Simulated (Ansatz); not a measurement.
For bcc Ca (high-temperature phase), LDA (Ansatz, an electronic-structure program, plane waves, PAW) gives:

- equilibrium lattice constant a = 4.217 Å
- bulk modulus B0 = 18.5 GPa
- cohesive energy = 2.19 eV/atom

### Question
What does r²SCAN in Ansatz (PAW) give for the same quantities?

### Answer

- lattice constant a: 4.425 Å (rises by 4.9 %)
- bulk modulus: 17.6 GPa (shrinks by 4.9 %)
- cohesive energy: 2.07 eV/atom (shrinks by 0.12 eV/atom)

Changes are worked out from the printed values.

Unless a cell is named, each level is at its own relaxed cell (LDA 37.51, r²SCAN 43.32 Å³/atom).

Caveats: symmetry holds this phase in the static calculation, where it need not be a minimum (LDA, r²SCAN). Ansatz's density-functional and Hartree–Fock values are scalar-relativistic unless marked +SOC, with PAW data made under PBE.
